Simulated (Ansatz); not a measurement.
The starting structures come from a database of crystals and need not be the phases stable at ambient conditions.

The decay constant κ of evanescent states in the gap governs leakage through a thin film.

Here is the system:

```yaml
crystal:
  lattice:
    - [5.95981, 0.00000, 0.00000]
    - [0.00000, 8.42844, 0.00000]
    - [0.00000, 4.21422, 4.21422]
  atoms:
    - { symbol: Ta, position: [0.00000, 0.00000, 0.00000] }
    - { symbol: Cu, position: [0.00000, 0.00000, 0.50000] }
    - { symbol: Cu, position: [0.00000, 0.50000, 0.50000] }
    - { symbol: Cu, position: [0.50000, 0.00000, 0.00000] }
    - { symbol: Te, position: [0.25648, 0.74352, 0.00000] }
    - { symbol: Te, position: [0.74352, 0.25648, 0.48704] }
    - { symbol: Te, position: [0.25648, 0.25648, 0.00000] }
    - { symbol: Te, position: [0.74352, 0.74352, 0.51296] }
```

Space group of this cell: P-43m. The cell is taken as given.

Transport runs along the normal of the first two printed cell vectors, the (110) plane of the conventional cell.

The gap is the functional's own. No spin-orbit coupling. Mid-gap values are interpolated on the energy grid.

Question: State the band gap and the smallest decay constant κ at mid-gap according to r2SCAN (Ansatz, a quantum-chemistry and plane-wave program).

Answer: Gap 1.31 eV on a 8×8×8 mesh; κ = 0.190 1/Å, at (0.500, 0.000) of the in-plane reciprocal vectors. At the zone centre, at the nearest computed energy, the slowest state has κ = 0.21 1/Å.
